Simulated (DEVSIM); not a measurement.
System: abrupt Si p-n junction, at 300 K.

```tsv
layer (left to right)	material	thickness (μm)	Nd (cm⁻³)	Na (cm⁻³)	τn (s)	τp (s)
1	Si	1.00	-	1.5e18	2.4e-6	2.4e-6
2	Si	140	1.8e17	-	2.4e-6	2.4e-6
```

Left contact: ohmic. Right contact: ohmic. Voltage is applied to the left contact. Recombination: SRH at mid-gap. Mobility is μmin + (μ − μmin)/(1 + (N/Nref)^α).

This is a model device: material constants are rounded textbook-type values typed into the input, and sizes, dopings and lifetimes were drawn at random. Values at 300 K; Nc and Nv go as T^1.5, mobilities as T to minus their exponent, the gap by Varshni's rule with the affinity fixed.

```csv
parameter,Si
gap (eV),1.124
affinity (eV),4.05
permittivity,11.7
Nc (cm⁻³),2.86e19
Nv (cm⁻³),3.1e19
μn (cm²/Vs),1417
μp (cm²/Vs),470
"μn,min",52
"μp,min",45
"Nref,n",9.7e16
"Nref,p",2.2e17
αn,0.68
αp,0.72
T exponent of μn,2.3
T exponent of μp,2.2
Varshni α (eV/K),0.000473
Varshni β (K),636
```

DEVSIM, 1D drift-diffusion, Boltzmann statistics, complete ionisation; no tunnelling, impact ionisation, image-force lowering or self-heating.

The temperature was swept, all else fixed.

```csv
temperature (K),largest field in the device at zero bias (V/cm),potential step across the device at zero bias (V),dark forward voltage at 100 A/cm² (V),dark forward voltage at 1 A/cm² (V)
250,220000,0.973,0.950,0.805
300,210000,0.915,0.903,0.717
350,200000,0.853,0.857,0.626
400,190000,0.788,0.813,0.531
450,180000,0.720,0.768,0.434
500,170000,0.650,0.724,0.334
```

From the first row to the last the largest field in the device at zero bias goes from 220000 to 170000. From the first row to the last the potential step across the device at zero bias goes from 0.973 to 0.650.
